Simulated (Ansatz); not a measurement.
The parent structure is Ge in the diamond structure (space group Fd-3m, No. 227).

```
Ge
1.0
    0.00000     2.83720     2.83720
    2.83720     0.00000     2.83720
    2.83720     2.83720     0.00000
Ge
2
Direct
  0.50000   0.50000   0.50000
  0.75000   0.75000   0.75000
```

Calculations: DFT with r2SCAN, PAW potentials and a 500 eV plane-wave cutoff in Ansatz (a program for electronic structure), no SOC.

Base values:

* **Band gap**: 0.36 eV
* **Gap character**: direct at Γ

The change: a hydrostatic pressure of 45 GPa.

Estimate the effect on the band gap and gap character.

The band gap falls by 0.13 eV, from 0.36 eV to 0.23 eV; the gap character goes from direct at Γ to indirect, Γ → Γ–X (81 % along).

Load acts through the strain it causes; cell and atoms are relaxed under it. No phonon test of stability was made. The real Ge has an indirect gap at ambient pressure; r2SCAN orders its close-lying valleys differently. Measured, Ge leaves this structure (for the β-tin structure) near 10.6 GPa (room temperature; as listed in arXiv:1906.07825). A zero or small gap of Ge under pressure 45 GPa can be the functional's error rather than a property of the material.
